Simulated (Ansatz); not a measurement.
The (331) surface of bcc Nb in its 1x1 cell, outermost plane spacing 0.38 Å in the ideal cut

Method: r2SCAN, at the PBE geometry (plane waves to 500 eV, PAW; Ansatz, a quantum-chemistry and plane-wave program).

Slab: 28 atoms, 10.3 Å thick at the start (thin: gaps and levels are the slab's own); k 8x4x1, smearing 0.1 eV, dipole-corrected; single point; on the structure that PBE left under its start's symmetry; no spin, no spin-orbit, no U.

```yaml
surface energy (mean of both faces): 2.42 J/m²
work_function_of_the_top_face: 4.16 eV
cost: around 21 core-minutes (rough)
```
